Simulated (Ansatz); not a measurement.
Structures of equal composition on the (100) surface of fcc Cu: one row in 4 of the top plane missing; p(2x2), one Cu site of the top plane empty. The slabs share one bottom face, and each structure is named by its start. These are constructed structures in small cells; real faces may alloy, dewet or reconstruct in larger ones, and not all known structures of the face are among them. Slabs of about 9 Å with all that they carry, Fermi-Dirac smearing of 0.1 eV. Bottom of the slabs: a bare face, its two planes held. Relaxed from the named starts with such symmetry as they have, on meshes of like density; energies extrapolated to zero smearing; no spin-orbit coupling, no U. Spin-polarised runs, if any, are marked in brackets, and their order is one that fits the cell; the others ran without spin. The cells differ, so small differences also carry the error of unlike k-meshes.

These are PBE (plane waves to 420 eV, PAW; Ansatz, a first-principles code) values and carry that method's errors.

### Question
Put the candidates in order of energy per 1x1 cell, lowest first, for PBE.

### Answer
one row in 4 of the top plane missing (0.00 eV), p(2x2), one Cu site of the top plane empty (0.04 eV)
